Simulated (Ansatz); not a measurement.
The starting structures come from a database of crystals and need not be the phases stable at ambient conditions.

 Where the default PAW files enter, the runs use the earlier of Ansatz's two default sets.

The decay constant κ of evanescent states in the gap governs leakage through a thin film.

Input:

```
PbO3S
1.0
    4.55605     0.00000    -0.03399
    0.00000     5.42113     0.00000
    1.80381     0.00000     6.20817
Pb S O
2 2 6
Direct
  0.65131   0.75000   0.72144
  0.34869   0.25000   0.27856
  0.08593   0.25000   0.82731
  0.91407   0.75000   0.17269
  0.80515   0.97497   0.32358
  0.19485   0.02503   0.67642
  0.19485   0.47497   0.67642
  0.80515   0.52503   0.32358
  0.26441   0.75000   0.13184
  0.73559   0.25000   0.86816
```

Space group of this cell: P2_1/m. The cell was relaxed by PBE-D3(BJ); by r2SCAN its mean pressure is -4.1 GPa.

Transport runs along the normal of the first two printed cell vectors.

The gap is the functional's own, uncorrected, and κ follows it; spin-orbit coupling is left out. Mid-gap values are interpolated between the computed energies.

Task: Predict the band gap and the smallest decay constant κ at mid-gap from r2SCAN (Ansatz, a quantum-chemistry and plane-wave program).

Result: Gap 3.59 eV on a 8×6×6 mesh; κ = 0.340 1/Å, at (0.375, 0.000) of the in-plane reciprocal vectors. At the zone centre, at the nearest computed energy, the slowest state has κ = 0.44 1/Å.
